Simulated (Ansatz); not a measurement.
The reference is GaAs in the wurtzite structure (space group P6_3mc, No. 186; a = 3.988 Å, c = 6.576 Å; a cell from a computed database, its experimental status unchecked). Axes: x lies along a and z along c of the hexagonal cell.

The change: uniaxial stress, 3 GPa compression along z; all other stress components relax to zero.

Levels (all Ansatz, a program for electronic structure, PAW): PBEsol (420 eV, scalar-relativistic without spin-orbit coupling); PBEsol+SOC (420 eV, noncollinear with spin-orbit coupling).

The geometry is relaxed with PBEsol.

```
Property                                     Value
----------------------------  --------------------
PBEsol gap character                   direct at Γ
PBEsol band gap                            0.46 eV
PBEsol valence-band top at Γ  0.00, 0.00, -0.02 eV
```

With PBEsol+SOC at the same geometry, the gap character stays direct at Γ; the band gap drops by 0.11 eV to 0.35 eV; the valence-band top at Γ (three highest Kramers pairs, from the VBM) changes from 0.00, 0.00, -0.02 eV to 0.00, -0.01, -0.35 eV.

Single points use the geometry relaxed with PBEsol. Differences between runs with and without spin-orbit coupling are approximate. Load acts through the strain it causes; cell and atoms are relaxed under it. Stability under load was not tested beyond the relaxation. This is not the structure that GaAs has at room temperature and ambient pressure.
